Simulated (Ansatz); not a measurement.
Results of PBE (plane waves, PAW; Ansatz, an electronic-structure program) for cubic perovskite KZnF₃.

Numerical settings: plane-wave cutoff 520 eV, 8×8×8 k mesh, perturbation theory, force constants from a 4×4×4 q mesh, scalar-relativistic PAW data made under PBE.

Computed at the level's own relaxed cell.

```yaml
crystal:
  lattice:
    - [4.12751, 0.00000, 0.00000]
    - [0.00000, 4.12751, 0.00000]
    - [0.00000, 0.00000, 4.12751]
  atoms:
    - { symbol: K, position: [0.00000, 0.00000, 0.00000] }
    - { symbol: Zn, position: [0.50000, 0.50000, 0.50000] }
    - { symbol: F, position: [0.50000, 0.00000, 0.50000] }
    - { symbol: F, position: [0.00000, 0.50000, 0.50000] }
    - { symbol: F, position: [0.50000, 0.50000, 0.00000] }
```

Harmonic phonon frequencies (cm⁻¹; i marks an imaginary mode; at Γ without the LO shift):

```json
[
 {"q point": "Γ", "frequencies": "0 0 0 114 114 114 144 144 144 174 174 174 376 376 376"},
 {"q point": "R", "frequencies": "44 44 44 118 118 118 222 222 222 225 225 231 231 231 490"}
]
```

No imaginary mode appears at these points.
